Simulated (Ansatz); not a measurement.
Given:

End structure of the (100) surface of rock-salt MgO in its 1x1 cell (cut with top plane Mg + O, bottom plane Mg + O), outermost plane spacing 2.13 Å in the ideal cut:

```yaml
crystal:
  lattice:
    - [3.00776, 0.00000, 0.00000]
    - [0.00000, 3.00776, 0.00000]
    - [0.00000, 0.00000, 27.00000]
  atoms:
    - { symbol: Mg, position: [0.50000, 0.50000, 0.30394] }
    - { symbol: O, position: [0.00000, 0.00000, 0.30214] }
    - { symbol: Mg, position: [0.00000, 0.00000, 0.38165] }
    - { symbol: O, position: [0.50000, 0.50000, 0.38200] }
    - { symbol: Mg, position: [0.50000, 0.50000, 0.46065] }
    - { symbol: O, position: [0.00000, 0.00000, 0.46059] }
    - { symbol: Mg, position: [0.00000, 0.00000, 0.53935] }
    - { symbol: O, position: [0.50000, 0.50000, 0.53941] }
    - { symbol: Mg, position: [0.50000, 0.50000, 0.61835] }
    - { symbol: O, position: [0.00000, 0.00000, 0.61800] }
    - { symbol: Mg, position: [0.00000, 0.00000, 0.69606] }
    - { symbol: O, position: [0.50000, 0.50000, 0.69786] }
```

Slab: 12 atoms, Mg6O6, 10.6 Å thick at the start; k 5x5x1, smearing 0.025 eV, dipole-corrected; single point; on the structure that PBE left under its start's symmetry; no spin, no spin-orbit, no U.

Question: Predict the ionisation potential (bulk valence edge below the top vacuum level) from HSE06, at the PBE geometry (Ansatz, an electronic-structure program).

Answer: 6.13 eV

Question: Predict the electron affinity (the ionisation potential less the bulk band gap) from HSE06, at the PBE geometry.

Answer: -0.047 eV

Question: Give the surface energy (mean of both faces) at the level HSE06, at the PBE geometry.

Answer: 1.04 J/m²
